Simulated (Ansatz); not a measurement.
## PBE against PBEsol: hypothetical diamond Zr, 3 layers

The reference is Zr in the diamond structure (space group Fd-3m, No. 227; a = 6.2783 Å; a hypothetical phase, not in the database extracts checked). Axes: x, y, z lie along the cube axes.

(Cell as relaxed with PBE.)

Levels (all Ansatz, a program for electronic structure, PAW): PBE (420 eV, without spin-orbit coupling); PBEsol (420 eV, no spin-orbit coupling).

Each level relaxes its own structure.

```json
[
 {"base": "volume per atom", "PBE": "30.93 Å³", "PBEsol": "28.90 Å³"},
 {"base": "lattice parameter a", "PBE": "6.278 Å", "PBEsol": "6.137 Å"},
 {"base": "band gap", "PBE": "zero", "PBEsol": "zero"}
]
```

Perturbation: a free-standing slab of 3 layers (6 atoms, 2 a layer) is cut normal to [110], with 15 Å of vacuum and the in-plane cell held at bulk.

| quantity | PBE | PBEsol |
|---|---|---|
| shortest interatomic distance | 2.460 Å | ___ |
| excess energy per area of both faces (slab less bulk energy over the cell's area: twice a surface energy) (uncertain by up to 0.04 J/m²) | 0.35 J/m² | ___ |
| band gap | zero | ___ |

Question: Given the PBE results, estimate those of PBEsol.

Answer: 
- shortest interatomic distance, PBEsol: 2.440 Å
- excess energy per area of both faces (slab less bulk energy over the cell's area: twice a surface energy) (uncertain by up to 0.04 J/m²), PBEsol: 0.56 J/m²
- band gap, PBEsol: zero

PBE's shortest interatomic distance lies 0.0206 Å above PBEsol's (0.8 %); PBE's excess energy per area of both faces lies 0.21 J/m² below PBEsol's; the two agree on the band gap. Neither level is exact; PBEsol is the comparison here, not a measurement.

The excess energy carries the mismatch between the slab's and the bulk's meshes. Whether these cells are dynamically stable was not tested. The final runs are not spin-polarised. Zr has a high density of states at the Fermi level and may be magnetic at this level.
